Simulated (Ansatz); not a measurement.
# How far PBE and PBEsol part for GaAs, isotropic strain −1.13 %

Consider GaAs in the zinc blende structure (space group F-43m, No. 216; a = 5.746 Å).

(Cell as relaxed with PBE.)

Levels (all Ansatz, a first-principles code, PAW, earlier PAW set): PBE (420 eV, scalar-relativistic without spin-orbit coupling); PBEsol (420 eV, spin-orbit coupling left out).

Each level relaxes its own structure.

```csv
base,PBE,PBEsol
volume per atom,23.71 Å³,22.66 Å³
lattice parameter a,5.746 Å,5.659 Å
band gap,0.16 eV,0.42 eV
```

Perturbation: the cell is scaled by 0.9887 in all directions; the atoms relax in the strained cell.

```tsv
quantity	PBE	PBEsol
hole mass (degenerate bands, along [100])	0.025, 0.35, 0.35 mₑ (at Γ)	…
electron mass	0.025 mₑ (at Γ)	…
energy relative to the base (free energy F)	+5.4 meV/atom	…
valley order (the lowest conduction-band minima on the path, energy above the VBM, named in the base's zone)	Γ 0.41 eV; L along ⟨111⟩ 0.97 eV; a point along ⟨100⟩, about 0.9 Å⁻¹ from Γ 1.44 eV	…
```

Q: Given the PBE results, estimate those of PBEsol.

A: 
- hole mass (degenerate bands, along [100]), PBEsol: 0.038, 0.33, 0.33 mₑ (at Γ)
- electron mass, PBEsol: 0.039 mₑ (at Γ)
- energy relative to the base (free energy F), PBEsol: +5.9 meV/atom
- valley order (the lowest conduction-band minima on the path, energy above the VBM, named in the base's zone), PBEsol: Γ 0.68 eV; L along ⟨111⟩ 1.02 eV; a point along ⟨100⟩, about 1.0 Å⁻¹ from Γ 1.27 eV

PBE's energy relative to the base lies 0.5 meV/atom below PBEsol's; both order the valleys alike. Neither level is exact; PBEsol is the comparison here, not a measurement.

Effective masses come from finite differences of ±0.01 Å⁻¹. Stability against distortions was not tested. A zero or small gap of GaAs can be the functional's error rather than a property of the material.
